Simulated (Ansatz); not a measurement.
## TiC under a change: isotropic strain +1.00 %

Start from TiC in the rock salt structure (space group Fm-3m, No. 225; a = 4.3278 Å; relaxed with 0.1 eV smearing).

One thing is altered: the cell is scaled by 1.0100 in all directions, atoms relaxed at fixed cell.

Level of theory: plane-wave PAW DFT at the r2SCAN level (Ansatz, an electronic-structure program, 500 eV), no spin-orbit coupling. Settings: 23×23×23 k-points, 0.1 eV Fermi–Dirac smearing.

| quantity | base | changed | shift |
|---|---|---|---|
| volume per atom | 10.13 Å³ | 10.44 Å³ | +0.31 Å³ |
| space group | Fm-3m (No. 225) | Fm-3m (No. 225) | – |
| shortest interatomic distance | 2.164 Å | 2.186 Å | +0.022 Å |
| energy relative to the base (free energy F) | 0 meV/atom | +7.2 meV/atom | +7.2 meV/atom |
| pressure | 0.0 GPa | -7.4 GPa | -7.4 GPa |
| band gap | zero | zero | – |

Whether these cells are dynamically stable was not tested. The final runs are not spin-polarised.
